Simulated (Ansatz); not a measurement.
**What Ti → Sc does to Ti3Al**

The parent structure is Ti$_{3}$Al (space group P6_3/mmc, No. 194; a = 5.747 Å, c = 4.632 Å).

Modification: every Ti is replaced by Sc, then cell and atoms are relaxed.

Level of theory: DFT with r2SCAN, PAW potentials and a 500 eV plane-wave cutoff in Ansatz (a program for electronic structure), without spin-orbit coupling. Settings: 9×9×9 k-points, 0.05 eV Fermi–Dirac smearing, for the changed cell.

```yaml
volume_per_atom: 21.71 Å³ (base 16.56 Å³)
density: 3.09 g/cm³ (base 4.28 g/cm³)
lattice_parameter_a: 6.312 Å (base 5.747 Å)
c/a ratio: 0.798 (base 0.806)
space_group: P6_3/mmc (No. 194) (base P6_3/mmc (No. 194))
band_gap: zero (base zero)
```

Final structure:

```
CELL_PARAMETERS angstrom
      6.31183     0.00000     0.00000
     -3.15592     5.46621     0.00000
      0.00000     0.00000     5.03410
ATOMIC_POSITIONS crystal
  Sc 0.82811 0.65622 0.25000
  Sc 0.17189 0.82811 0.75000
  Sc 0.34378 0.17189 0.25000
  Sc 0.17189 0.34378 0.75000
  Sc 0.82811 0.17189 0.25000
  Sc 0.65622 0.82811 0.75000
  Al 0.33333 0.66667 0.25000
  Al 0.66667 0.33333 0.75000
```

Cost of the whole job for the changed cell (relaxation, final SCF and bands): around 6 core-minutes (rough).

No phonon test of stability was made. For Sc3Al in this form, whether it has been made was not checked. The final runs are not spin-polarised. Sc3Al has a high density of states at the Fermi level and may be magnetic at this level.
